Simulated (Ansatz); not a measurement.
## A constructed model of the (0001) surface of hcp Ru, a pseudomorphic layer of Nb in the host's stacking (bottom of the slab: a bare face, its two planes held)

The numbers are results of PBE (plane waves to 420 eV, PAW; Ansatz, a program for electronic structure), not measurements.

Slab: 7 atoms, 13.5 Å thick at the start with caps and adatoms (thin: gaps and levels are the slab's own); k 16x16x1, smearing 0.1 eV, dipole-corrected; 2 atoms held, the rest relaxed; symmetry of the start imposed; no spin, no spin-orbit, no U. In PBE it is, or lies within 0.01 eV a 1x1 cell of, the lowest of the 2 structures of its composition computed so far; subsurface sites and larger cells were not tried.

The work function of the top face is 4.97 eV. The energy released by relaxation is 0.38 eV and the cost is about 100 core-seconds (a rough figure).
